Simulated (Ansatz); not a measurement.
Defect: O vacancy in monoclinic HfO2 strained by -1.5 % along x and y, z held, charge state +2. The step: one O atom jumps into the vacancy from a nearby O site; the atom moves 2.46 Å along (0.01, -0.12, 0.45) of the unit cell; the moving atom starts with neighbours Hf at 2.06, 2 Hf at 2.10; O at 2.51, O at 2.55 Å and ends with Hf at 2.03, Hf at 2.05, Hf at 2.20; O at 2.55, O at 2.61 Å. DFT values are from Ansatz (plane-wave PAW, 420 eV unless said) in a cell of 96 host sites, spin-restricted, static, with no finite-size correction. The charge state is imposed; whether it is stable for some Fermi level was not computed. Forms of the defect that were not tried may lie lower. For the PBE band: the saddle point's order was not checked.

```csv
Level,Forward barrier (eV),Cost of the band or of the saddle's single point
"CHGNet universal potential (has no charge state), its own band",0.65,-
"PBE, the Γ point alone, band relaxed",0.78,very roughly 27 core-minutes
"PBE, a 2×2×2 k-point mesh shifted by half a step, same geometries",0.76,around 12 core-minutes (rough)
```

Ansatz is a program for electronic structure.
